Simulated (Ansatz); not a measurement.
# Carrier properties of GaN under load (space group P6_3mc)

Data:

```
CELL_PARAMETERS angstrom
      3.13484     0.00000     0.00000
     -1.56742     2.71485     0.00000
      0.00000     0.00000     5.18546
ATOMIC_POSITIONS crystal
  Ga 0.66667 0.33333 0.50059
  Ga 0.33333 0.66667 0.00059
  N  0.66667 0.33333 0.87441
  N  0.33333 0.66667 0.37441
```

These are PBEsol, rigid bands (plane waves, PAW, scalar-relativistic; Ansatz, a program for electronic structure) values and carry that method's errors. Condition of this run: biaxial strain xx = yy = -1.5 %, z clamped. Geometry: cell and atoms relaxed with PBEsol, then loaded as said.

band gap: 2.01 eV
electron conductivity mass (300 K, dilute): 0.20 (x), 0.20 (y), 0.175 (z) mₑ
hole conductivity mass (300 K, dilute): 1.15 (x), 1.15 (y), 2.0 (z) mₑ
effective density of states N_c (300 K): 2.1e18 cm⁻³
effective density of states N_v (300 K): 8.6e19 cm⁻³
density-of-states mass, electrons: 0.190 mₑ
density-of-states mass, holes: 2.3 mₑ
Seebeck coefficient, n-type 1e19 cm⁻³, 300 K: -110 μV/K
best n-type power factor at 300 K for τ = 10 fs (best axis; densities from 1e16 to 1e21 cm⁻³ tried, whether or not they can be reached): 1.89 μW/(cm·K²) at 1e19 cm⁻³
Seebeck coefficient, p-type 1e19 cm⁻³, 300 K: 397 μV/K
best p-type power factor at 300 K for τ = 10 fs (best axis; densities from 1e16 to 1e21 cm⁻³ tried, whether or not they can be reached): 10.8 μW/(cm·K²) at 3e20 cm⁻³

Rigid bands; masses and Seebeck coefficients take one relaxation time τ for all states and one kind of carrier; polarons and phonon drag are left out. Spin-orbit coupling is left out; where it splits the top of the valence band, N_v and the p-type Seebeck coefficient come out somewhat high without it.
